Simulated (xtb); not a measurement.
xtb 6.7.1, GFN2-xTB: W(OH)4(OMe)2 (C[O][W]([OH])([OH])([OH])([OH])[O]C), 19 atoms. The geometry is a generated start, not checked to be a minimum at this level.

- method = GFN2-xTB
- --acc = 1 (default)
- --etemp (K) = 300 (default)
- detailed input (--input) = none: ANC optimiser, Lindh (1995) Hessian, microcycle=20, maxdispl=1.0, hlow=0.01 (default)
- basis functions = 52
- valence electrons = 60

```xyz
19

W     -0.1021     0.4999     0.3734
O      1.0525     1.6183    -0.6588
H      1.9048     2.0670    -0.5823
O      1.1410     0.5850     1.8338
H      1.0040     1.0141     2.6863
O     -0.9809     2.0317     1.1818
H     -1.5003     2.6705     0.6760
O     -1.2677    -0.6232     1.3974
H     -1.9468    -0.4863     2.0706
O      0.7435    -1.0248    -0.2652
C      1.1184    -2.1239     0.5191
H      0.2198    -2.5817     0.9675
H      1.6356    -2.8752    -0.0949
H      1.7965    -1.7863     1.3223
O     -1.3282     0.5784    -1.0442
C     -0.9500     0.1870    -2.3362
H     -0.7362    -0.8972    -2.3542
H     -1.7603     0.4020    -3.0503
H     -0.0439     0.7448    -2.6423
```

Charge 0 and multiplicity 1 are set for this test and not shown to be the ground state.

The structure is relaxed from this start with --opt LEVEL for the levels crude, sloppy, loose, lax, normal, tight, vtight, extreme, once each. Up to the end of the extreme run atoms move by at most 0.29 Å along an axis.

Question: Which level is enough to come within 5 meV of the tightest end point?

Answer: normal: 17 cycles against 36, ending 0.47 meV above.

| level | cycles | energy above the extreme run (meV) | gradient norm (eV/Å) |
|---|---|---|---|
| crude | 1 | 7.6 | 0.13 |
| sloppy | 1 | 7.6 | 0.13 |
| loose | 1 | 7.6 | 0.13 |
| lax | 2 | 7.1 | 0.055 |
| normal | 17 | 0.47 | 0.034 |
| tight | 24 | 0.093 | 0.014 |
| vtight | 34 | under 0.01 | 0.0036 |
| extreme | 36 | — | 0.0017 |
